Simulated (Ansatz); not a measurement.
Several settings converged on PbBrF (P4/nmm, 6 atoms in the cell)

```yaml
crystal:
  lattice:
    - [4.19761, 0.00000, 0.00000]
    - [0.00000, 4.19761, 0.00000]
    - [0.00000, 0.00000, 7.68533]
  atoms:
    - { symbol: Pb, position: [0.00000, 0.50000, 0.80940] }
    - { symbol: Pb, position: [0.50000, 0.00000, 0.19060] }
    - { symbol: Br, position: [0.50000, 0.00000, 0.65273] }
    - { symbol: Br, position: [0.00000, 0.50000, 0.34727] }
    - { symbol: F, position: [0.50000, 0.50000, 0.00000] }
    - { symbol: F, position: [0.00000, 0.00000, 0.00000] }
```

Base method: LDA (PW92), default PAW files made with PBE (plane waves; Ansatz, a quantum-chemistry and plane-wave program).

Base settings: basis.ecutwfc = 30.9 Ry; kpoints.mp_grid.grid = 6 6 4; hamiltonian.xc = lda; hamiltonian.pseudopotentials = {kind: paw} (the program's default PAW files); scf.occupations.method = fermi_dirac; scf.occupations.width = 0.0037 Ry.

Core times come from one kind of shared machine, to one figure; runs under 30 s give none.

**The force threshold of a relaxation**

On PbBrF (P4mm, 6 atoms in the cell): one atom moved by 0.15 angstrom.

In this ladder: relax = atoms.

The mesh stays at the base's, so the ladder's end is converged at best in this setting alone.

Only quantities that move along the ladder and can be compared are tabulated.

```tsv
relax.f_tol	free energy less the last step's (meV/atom)	largest force left (eV/Å)	relaxation steps
0.2 eV/Å	0.57	0.0678	3
0.05 eV/Å	0.00	0.0075	4
0.02 eV/Å	0.00	0.0077	4
0.005 eV/Å	0.00	0.0004	5
0.001 eV/Å	0.00	0.0004	6
```

Coarsest relax.f_tol that holds the free energy within 0.1 meV/atom of the last step, with all finer ones: 0.05 eV/Å; the step before is off by 0.57 meV/atom.

Coarsest relax.f_tol that holds the largest force left within 0.005 eV/Å of the last step, with all finer ones: 0.005 eV/Å; the step before is off by 0.0073 eV/Å.

**The dielectric constant against the mesh**

In this ladder: scf.occupations.method = fixed; scf.occupations.width = default; dielectric = true; dielectric.field_mesh = kpoints.

Only quantities that move along the ladder and can be compared are tabulated.

| kpoints.mp_grid.grid | largest Born charge (mean of the diagonal) (e) | mean ε∞ | core time / last (rough) |
|---|---|---|---|
| 2 2 2 | 3.788 | 5.100 | – |
| 4 4 2 | 3.771 | 5.401 | 0.1 |
| 6 6 4 | 3.770 | 5.449 | 0.5 |
| 9 9 5 | 3.770 | 5.454 | 1 |

Coarsest kpoints.mp_grid.grid that holds the largest Born charge (mean of the diagonal) within 0.01 e of the last step, with all finer ones: 4 4 2, at about 0.1 of the last step's time; the step before is off by 0.018 e.

Coarsest kpoints.mp_grid.grid that holds the mean ε∞ within 0.02 of the last step, with all finer ones: 6 6 4; the step before is off by 0.053.

On the base run: the starting cell comes from a database of computed structures (which also holds hypothetical and non-ambient phases and stackings), without a prior relaxation at this level. Its lattice was rescaled by up to half a per cent. In the base run, with a pressure of about -4 GPa the cell is away from its equilibrium volume at this level.

Left out of this page: 1 run of the series stopped by limits of time or memory.

Keys are those of Ansatz 0.2.
